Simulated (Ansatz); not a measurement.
**A computed series for SiO2: response to strain**

The parent structure is SiO$_{2}$ in the rutile structure (space group P4_2/mnm, No. 136).

SiO₂ is modelled in the tetragonal space group P4₂/mnm (No. 136), the rutile structure, Pearson symbol tP6. Lattice parameters: a = b = 4.1848 Å, c = 2.6684 Å, α = β = γ = 90.00°. Si on 2a sees 6 O at 1.760–1.812 Å (octahedral). O on 4g sees 3 Si at 1.760–1.812 Å (trigonal planar). (Neighbours: up to the widest gap in distance over summed covalent radii, below 1.35, at either atom.)

Strains are applied to the cell and any free atomic positions relax.

Computed with plane-wave PAW DFT at the r2SCAN level (Ansatz, a first-principles code, 500 eV), no spin-orbit coupling, earlier PAW set.

Notes on the quantities. pressure: mean of the normal stresses, compression positive.

```
isotropic strain (%)  pressure (GPa)
--------------------  --------------
-0.91                            9.3
-0.62                              ?
0                                0.0
0.92                            -8.2
1.9                            -15.8
```

Task: Fit P = P₀ − Bδ + Cδ² with δ = (1 + ε)³ − 1 to the rows shown and predict the withheld row.

Result: Least squares on the printed values gives P₀ = 0.0 GPa, B = 320 GPa (at held cell shape), C = 815 GPa (largest residual 0.0 GPa); this predicts 6.2 GPa, and the run gives 6.2 GPa, in agreement.

Whether these cells are dynamically stable was not tested.
